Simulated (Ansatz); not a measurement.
Worked example: relaxation of the atoms of Cd₃Pt (I4mm, 4 atoms in the cell) in Ansatz (a first-principles code).

Method of the run: LDA (PW92), default PAW files made with PBE (plane waves; Ansatz).

The change in words: one atom moved by 0.15 angstrom; relax: default → atoms; relax.f_tol: default → 0.2 eV/Å. Reference geometry:
```
CELL_PARAMETERS angstrom
     -2.08638     2.08638     4.33726
      2.08638    -2.08638     4.33726
      2.08638     2.08638    -4.33726
ATOMIC_POSITIONS crystal
  Cd 0.75000 0.25000 0.50000
  Cd 0.25000 0.75000 0.50000
  Cd 0.50000 0.50000 0.00000
  Pt 0.00000 0.00000 0.00000
```

Reference input (self-consistent single point, DFT, LDA (PW92), plane waves, default PAW files made with PBE): basis.ecutwfc = 30.9 Ry; kpoints.mp_grid.grid = 11 11 11; hamiltonian.xc = lda; hamiltonian.pseudopotentials = {kind: paw} (the program's default PAW files); scf.occupations.method = fermi_dirac; scf.occupations.width = 0.0073 Ry. This run's input differs from it in these lines:

```diff
@@ -9,3 +9,3 @@
     - { symbol: Cd, position: [0.250000, 0.750000, 0.500000] }
-    - { symbol: Cd, position: [0.500000, 0.500000, 0.000000] }
+    - { symbol: Cd, position: [0.517292, 0.517292, 0.000000] }
     - { symbol: Pt, position: [0.000000, 0.000000, 0.000000] }
@@ -24,2 +24,4 @@
     width: 0.0073 Ry
+relax:
+  f_tol: 0.2
 output:
```

Output (repeated stretches shortened):

```
   [... SCF lines of the steps left out ...]
relax step   1: F+E_penalty+E_count = -36599.36282403 eV  Δ(F+E_penalty+E_count) = +0.000e0 eV  max|allowed force component| = 6.030e-1 eV/Å  Δτ_max = 0.0000 Å  (6 SCF iters, dr2 threshold 1.00e-4 eV, accepted)
relax step   2: F+E_penalty+E_count = -36599.39721694 eV  Δ(F+E_penalty+E_count) = -3.439e-2 eV  max|allowed force component| = 2.477e-1 eV/Å  Δτ_max = 0.1381 Å  (8 SCF iters, accepted)
relax step   3: F+E_penalty+E_count = -36599.40754281 eV  Δ(F+E_penalty+E_count) = -1.033e-2 eV  max|allowed force component| = 2.531e-3 eV/Å  Δτ_max = 0.0282 Å  (7 SCF iters, accepted)
the relaxation is at rest under the 8 symmetry operations that the run kept from its start: a minimum is not shown …
Free energy (F): -36599.407543 eV
Internal energy: -36599.368628 eV  (E = F + TS)
E sigma→0 (E₀):  -36599.388085 eV
Entropy (-TS):   -0.038915 eV (-9.729 meV/atom)
Fermi energy:    16.715755 eV
--- Forces (eV/Å), atoms counted from 1 ---
  atom   1  Cd     0.00000000     0.00000000    -0.00221020
  atom   2  Cd    -0.00000000     0.00000000    -0.00221020
  atom   3  Cd    -0.00000000     0.00000000     0.00187687
  atom   4  Pt    -0.00000000     0.00000000     0.00252694
--- Stress (GPa, compression-positive) ---
       -8.709147       0.000000       0.000000
   [... lines left out ...]
  atoms:
    - { symbol: Cd, position: [0.7543696751657168, 0.25436967516571685, 0.5] }
    - { symbol: Cd, position: [0.25436967516571685, 0.7543696751657168, 0.5] }
    - { symbol: Cd, position: [0.5043435312629357, 0.5043435312629357, 1.0673302553694637e-34] }
    - { symbol: Pt, position: [0.004209118405630377, 0.004209118405630377, 1.0673302553694637e-34] }
```

The run converged. 

Summary of the result:
- Free energy E − TS (on the zero of these files) = -36599.4075 eV
- Fermi level (on the code's own zero) = 16.72 eV
- Pressure = -8.73 GPa
- Largest force (vector length) = 0.003 eV/Å
- Relaxation steps = 3

The starting cell comes from a database of computed structures (which also holds hypothetical and non-ambient phases and stackings), without a prior relaxation at this level. Its lattice was rescaled by up to half a per cent. For this run, on top of that: one atom moved by 0.15 angstrom. Spin polarisation is off. The relaxation keeps the symmetry of its start, so its end need not be a minimum. Ansatz's pressure includes its estimate of the finite-basis (Pulay) stress.

Cost on one core of a shared machine: roughly 3 min.

Keys are those of Ansatz 0.2.
